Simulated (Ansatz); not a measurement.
BeS under load (space group I-4m2), r2SCAN with spin-orbit coupling, rigid bands (Ansatz, a quantum-chemistry and plane-wave program). Condition of this run: biaxial stress xx = yy = 1 GPa (compression positive) (the target of the relaxation). Band gap 3.50 eV, N_c = 1.35e19 cm⁻³ and N_v = 2.76e19 cm⁻³ at 300 K, conductivity masses along y (a = (0.00, 2.42, 2.44) Å; b = (2.42, 0.00, 2.44) Å; c = (2.42, 2.42, 0.00) Å) of 0.424 mₑ (electrons) and 0.756 mₑ (holes). Take k_BT = 0.02585 eV.

Q: Find the intrinsic carrier density and the intrinsic Fermi level.

A: n_i = √(N_c N_v) exp(−E_g/2k_BT) = 1.93e19 × exp(−67.69) = 7.7e-11 cm⁻³. The level lies (k_BT/2) ln(N_v/N_c) = 9 meV from mid-gap (positive towards the conduction band). Each 0.1 eV added to the gap lowers n_i by a factor of 6.9.

Q: A film of it is 5 nm thick, with its normal along the direction named. Estimate the confinement energies in an infinite well.

A: ħ²π²/(2m t²) = 0.376 eV·nm²/(m/mₑ × t²) gives 35.5 meV for electrons and 19.9 meV for holes, so the gap would widen to about 3.56 eV. Finite barriers and nonparabolic bands lower this, and with several valleys or bands the heaviest mass along the normal sets the lowest level, not this average.

Q: What thermal injection velocity √(2k_BT/πm) limits a ballistic channel along the direction named?

A: 8.26e6 cm/s for electrons and 6.19e6 cm/s for holes, a ratio of √(m_h/m_e) = 1.34, for dilute carriers.

Rigid bands with the computed gap; masses take one relaxation time for all states.
